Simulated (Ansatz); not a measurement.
Start from SiO2 in the rutile structure (space group P4_2/mnm, No. 136; a = 4.236 Å, c = 2.690 Å).

Computed with PBE, PAW, 420 eV (Ansatz, a first-principles code; spin-orbit coupling left out).

For the base:

| Item | Result |
|---|---|
| Band gap | 5.04 eV |
| Hole mass | 1.9 mₑ along c, 1.1 mₑ across (at Γ) |

Perturbation: the cell is scaled by 0.9700 in all directions, atoms relaxed at fixed cell.

### Question
What does the calculation give for the energy relative to the base, band gap and hole mass after the change?

### Answer
The energy goes up by 63 meV/atom; the band gap grows by 1.52 eV, from 5.04 eV to 6.56 eV; the hole mass becomes 1.7 mₑ along c, 1.1 mₑ across (at Γ) (base: 1.9 mₑ along c, 1.1 mₑ across (at Γ)).

The cells carry an imposed strain or load. Effective masses come from finite differences of ±0.01 Å⁻¹. Stability against distortions was not tested.
